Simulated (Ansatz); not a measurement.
Abridged Ansatz (a first-principles code) output:

```
Pseudopotential: Mg, paw, valence charge 10
Pseudopotential: Si, paw, valence charge 4
Pseudopotential: O, paw, valence charge 6
Crystal: 5 atoms, lattice volume = 73.552 Å³
Basis set: ecut = 420 eV, 1419 PW (Γ), exchange–correlation on 60×60×60 points (8 copies of the dense FFT grid, shifted against one another)
Bands: 25, of which v1, the nominal top of the filled ones, is band 20 counted from 1 (19 counted from 0)
Symmetry: 48 space group operations
k-points: 56 of 1331
Functional: x = pbesol(κ = 0.804, μ = 0.12345679012345678), c = pbesol(β = 0.046)
SCF iter   1: F=—  HF=-6921.177663 eV  |F-HF|=—  |Δ(HF+E_count)|=         —  Δρ=1.12e-2  dr2=1.03e-1  ethr=1.77e-3  ⟨swp⟩=5.9  Hψ=6433  notcnv=0
SCF iter   2: F=—  HF=-6921.153238 eV  |F-HF|=—  |Δ(HF+E_count)|=   2.44e-2  Δρ=2.67e-3  dr2=6.17e-3  ethr=2.58e-4  ⟨swp⟩=2.0  Hψ=2534  notcnv=0  defer=25
SCF 1 converged in 8 iterations: F = -6921.150180 eV  dr2 = 2.46e-10
SCF converged after 8 iterations
Free energy (F): -6921.150180 eV
Internal energy: -6921.147227 eV  (E = F + TS)
E sigma→0 (E₀):  -6921.148704 eV
Entropy (-TS):   -0.002953 eV (-0.591 meV/atom)
Fermi energy:    8.698973 eV
--- Forces (eV/Å), atoms counted from 1 ---
  atom   1  Mg     0.00000000    -0.00000000    -0.00000000
  atom   2  Mg    -0.00000000    -0.00000000     0.00000000
  atom   3  Mg    -0.00000000    -0.00000000     0.00000000
  atom   4  Si    -0.00000000     0.00000000     0.00000000
  atom   5  O      0.00000000     0.00000000     0.00000000
--- Stress (GPa, compression-positive) ---
        0.008677      -0.000000       0.000000
       -0.000000       0.008677       0.000000
        0.000000       0.000000       0.008677
  P = ⅓ Tr σ = 0.0087 GPa (0.087 kbar)
```

What was computed, and what are the main results?

Mg3SiO, 5 atoms in the cell, with PBEsol/PAW in Ansatz, without spin-orbit coupling. The last SCF converged to F = -6921.150180 eV, or -1384.2300 eV per atom, at a pressure of 0.01 GPa. The total energy compares only with runs of the same code, potentials and settings.

Stability against distortions was not tested. All final runs are without spin polarisation. The cell is Mg3SiO in the anti-perovskite structure (space group Pm-3m, No. 221; a hypothetical phase, not in the database extracts checked).
